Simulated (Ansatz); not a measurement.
GeRh (Pnma, No. 62)

Method: r²SCAN-D4 (Ansatz, a program for electronic structure, plane waves, PAW).

Settings: plane-wave cutoff 500 eV, 8×12×6 k mesh (along the axes of the cell as run), Fermi–Dirac smearing 0.05 eV, no spin polarisation, scalar-relativistic PAW data made under PBE.

Cell: relaxed at this level.

```
Property                Result
---------------  -------------
volume per atom  14.92 Å³/atom
band gap                  none
```

Spin–orbit coupling is not included.

Computed values are for the static lattice.

Cost on a shared machine: very roughly 10 core-minutes.
